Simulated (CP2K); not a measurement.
## Worked example: self-consistent single point of TaGe2 (P6_222, 9 atoms in the cell) in CP2K

Method: LDA (Pade form), GPW, DZVP-MOLOPT-SR-GTH basis, GTH-PADE potentials (GTH_POTENTIALS) in CP2K.

Input as run:

```
&GLOBAL
  PROJECT calc
  RUN_TYPE ENERGY_FORCE
  PRINT_LEVEL MEDIUM
&END GLOBAL
&FORCE_EVAL
  METHOD Quickstep
  STRESS_TENSOR ANALYTICAL
  &DFT
    BASIS_SET_FILE_NAME BASIS_MOLOPT
    POTENTIAL_FILE_NAME GTH_POTENTIALS
    &QS
      METHOD GPW
      EPS_DEFAULT 1E-10
    &END QS
    &MGRID
      CUTOFF 500
      REL_CUTOFF 40
      NGRIDS 5
    &END MGRID
    &SCF
      SCF_GUESS ATOMIC
      EPS_SCF 1E-7
      MAX_SCF 100
      ADDED_MOS 11
      &DIAGONALIZATION
        ALGORITHM STANDARD
      &END DIAGONALIZATION
      &MIXING
        METHOD BROYDEN_MIXING
        ALPHA 0.2
        NBUFFER 10
      &END MIXING
      &SMEAR ON
        METHOD MARZARI_VANDERBILT
        SIGMA [eV] 0.1
      &END SMEAR
    &END SCF
    &KPOINTS
      SCHEME MONKHORST-PACK 4 4 3
      GAMMA_CENTERED T
    &END KPOINTS
    &XC
      &XC_FUNCTIONAL PADE
      &END XC_FUNCTIONAL
    &END XC
    &PRINT
      &MO
        EIGENVALUES T
        OCCUPATION_NUMBERS T
        NDIGITS 8
        FILENAME mo
        &EACH
          QS_SCF 0
        &END EACH
        ADD_LAST NUMERIC
      &END MO
      &MULLIKEN ON
      &END MULLIKEN
    &END PRINT
  &END DFT
  &SUBSYS
    &CELL
      ABC 4.99626800 4.99626799 6.80941400
      ALPHA_BETA_GAMMA 90.00000000 90.00000000 120.00000007
      PERIODIC XYZ
    &END CELL
    &COORD
      SCALED
      Ge       0.16400000     0.32800000     0.50000000
      Ge       0.83600000     0.16400000     0.83333300
      Ge       0.67200000     0.83600000     0.16666700
      Ge       0.83600000     0.67200000     0.50000000
      Ge       0.16400000     0.83600000     0.83333300
      Ge       0.32800000     0.16400000     0.16666700
      Ta       0.50000000     0.00000000     0.50000000
      Ta       0.50000000     0.50000000     0.83333300
      Ta       0.00000000     0.50000000     0.16666700
    &END COORD
    &KIND Ge
      BASIS_SET DZVP-MOLOPT-SR-GTH
      POTENTIAL GTH-PADE-q4
    &END KIND
    &KIND Ta
      BASIS_SET DZVP-MOLOPT-SR-GTH
      POTENTIAL GTH-PADE-q13
    &END KIND
  &END SUBSYS
  &PRINT
    &FORCES ON
    &END FORCES
    &STRESS_TENSOR ON
    &END STRESS_TENSOR
  &END PRINT
&END FORCE_EVAL
```

Output (repeated stretches shortened):

```
 GLOBAL| Method name                                                        CP2K
 GLOBAL| Project name                                                       calc
 GLOBAL| Run type                                                   ENERGY_FORCE

 CELL| Volume [angstrom^3]:                                           147.208139
 CELL| Vector a [angstrom]:       4.996     0.000     0.000   |a| =     4.996268
 CELL| Vector b [angstrom]:      -2.498     4.327     0.000   |b| =     4.996268
 CELL| Vector c [angstrom]:       0.000     0.000     6.809   |c| =     6.809414
 CELL| Angle (b,c), alpha [degree]:                                    90.000000
 CELL| Angle (a,c), beta  [degree]:                                    90.000000
 CELL| Angle (a,b), gamma [degree]:                                   120.000000
 CELL| Numerically orthorhombic:                                              NO
 CELL| Periodicity                                                           XYZ

 DFT| Spin restricted Kohn-Sham (RKS) calculation                            RKS
 DFT| Multiplicity                                                             2
 DFT| Number of spin states                                                    1
 DFT| Charge                                                                   0
 DFT| XC density smoothing                                                  NONE
 DFT| XC derivatives                                                          PW

 QS| Method:                                                                 GPW
 QS| Density plane wave grid type                        NON-SPHERICAL FULLSPACE
 QS| Number of grid levels:                                                    5
 QS| Density cutoff [a.u.]:                                                250.0
 QS| Multi grid cutoff [a.u.]: 1) grid level                               250.0
   [... lines left out ...]
 BRILLOUIN| Wavefunction type                                            COMPLEX
 BRILLOUIN| List of Kpoints [2 Pi/Bohr]                                       26
 BRILLOUIN| Number           Weight            X              Y              Z
 BRILLOUIN|     1           0.04167       -0.25000       -0.25000       -0.33333
 BRILLOUIN|     2           0.04167       -0.25000       -0.25000        0.00000
 BRILLOUIN|     3           0.04167       -0.25000       -0.25000        0.33333
   [... 23 lines left out ...]
 *******************************************************************************

 Extrapolation method: initial_guess

 Re-scaling the density matrix to get the right number of electrons
                  # Electrons              Trace(P)               Scaling factor
                           63                63.000                        1.000

 Number of electrons:                                                         63
 Number of occupied orbitals:                                                 32
 Number of molecular orbitals:                                                43

 Number of orbital functions:                                                156
 Number of independent orbital functions:                                    156
 SCF WAVEFUNCTION OPTIMIZATION

  Step     Update method      Time    Convergence         Total energy    Change
     1 NoMix/Diag. 0.20E+00      -     1.71608413      -200.6741348488 -2.01E+02
     2 Broy./Diag. 0.20E+00      -     0.02416581      -199.3899266583  1.28E+00
     3 Broy./Diag. 0.20E+00      -     0.03513388      -199.1632752217  2.27E-01
     4 Broy./Diag. 0.20E+00      -     0.01757915      -198.9606614588  2.03E-01
     5 Broy./Diag. 0.20E+00      -     0.00133922      -199.1012669049 -1.41E-01
     6 Broy./Diag. 0.20E+00      -     0.00159163      -199.0850111915  1.63E-02
     7 Broy./Diag. 0.20E+00      -     0.00011734      -199.0827609028  2.25E-03
     8 Broy./Diag. 0.20E+00      -     0.00019992      -199.0783106051  4.45E-03
     9 Broy./Diag. 0.20E+00      -     0.00001474      -199.0776697776  6.41E-04
    10 Broy./Diag. 0.20E+00      -     0.00002317      -199.0775677034  1.02E-04
    11 Broy./Diag. 0.20E+00      -     0.00000054      -199.0776195562 -5.19E-05
    12 Broy./Diag. 0.20E+00      -     0.00000134      -199.0776471828 -2.76E-05
    13 Broy./Diag. 0.20E+00      -     0.00000001      -199.0776555471 -8.36E-06
  *** SCF run converged in    13 steps ***

  Electronic density on regular grids:        -62.9999999996        0.0000000004
  Core density on regular grids:               62.9999999873       -0.0000000127
  Total charge density on r-space grids:       -0.0000000122
  Total charge density g-space grids:          -0.0000000122

  Overlap energy of the core charge distribution:               0.00000000571305
  Self energy of the core charge distribution:               -310.19029325761994
  Core Hamiltonian energy:                                     69.08447613659419
  Hartree energy:                                              69.66551886787435
  Exchange-correlation energy:                                -27.63740260092472
  Smearing free energy correction:                              0.00004530117952
  Fermi energy:                                                 0.37830856891221

  Total energy:                                              -199.07765554713396

                     Mulliken Population Analysis

 #  Atom  Element  Kind  Atomic population                           Net charge
       1     Ge       1          4.199430                             -0.199430
       2     Ge       1          4.199414                             -0.199414
       3     Ge       1          4.199425                             -0.199425
       4     Ge       1          4.199429                             -0.199429
       5     Ge       1          4.199413                             -0.199413
       6     Ge       1          4.199425                             -0.199425
       7     Ta       2         12.601117                              0.398883
       8     Ta       2         12.601228                              0.398772
       9     Ta       2         12.601119                              0.398881
 # Total charge                             63.000000                  0.000000

 ENERGY| Total FORCE_EVAL ( QS ) energy [hartree]           -199.077655184889778

 FORCES| Atomic forces [hartree/bohr]
 FORCES|   Atom     x               y               z               |f|
 FORCES|      1 -2.89221953E-07  2.31557650E-03 -2.88144296E-07   2.31557653E-03
 FORCES|      2 -2.00521350E-03  1.15788681E-03  4.69719926E-07   2.31550929E-03
 FORCES|      3 -2.00534381E-03 -1.15762498E-03 -1.56834885E-07   2.31549118E-03
 FORCES|      4  2.55432338E-07 -2.31555217E-03 -2.35665846E-07   2.31555219E-03
 FORCES|      5  2.00518450E-03 -1.15788973E-03  4.58980190E-07   2.31548563E-03
 FORCES|      6  2.00531835E-03  1.15762968E-03 -1.61023224E-07   2.31547148E-03
 FORCES|      7  3.11684406E-08  8.59261778E-09  8.55314302E-08   9.14381229E-08
 FORCES|      8  2.61025552E-08  2.29957849E-08 -6.46263649E-08   7.33942542E-08
 FORCES|      9  3.09834565E-08 -5.77048197E-08 -1.07942107E-07   1.26258937E-07
 FORCES| Sum     3.93392879E-13 -7.49013424E-13 -5.17579956E-12
 FORCES| Total atomic force                                       5.24449046E-12

 STRESS| Analytical stress tensor [bar]
 STRESS|                        x                   y                   z
 STRESS|      x       -1.50361225800E+05   2.26207754432E+01   2.44479714166E-02
 STRESS|      y        2.26207754432E+01  -1.50335163222E+05  -4.42412621264E-02
 STRESS|      z        2.44479714166E-02  -4.42412621264E-02  -2.08197886150E+05
 STRESS| 1/3 Trace                                            -1.69631425057E+05
```

The run converged in 13 iterations.

The starting cell comes from a database of published, mostly measured structures (it also holds non-ambient and calculated ones), without a prior relaxation at this level. Its lattice was rescaled by a random factor within 2.5 % of one. Spin polarisation is off. Values carry the incompleteness of an atom-centred basis. With a pressure of about -17 GPa the cell is away from its equilibrium volume at this level.

Cost on one core of a shared machine: roughly 50 s.
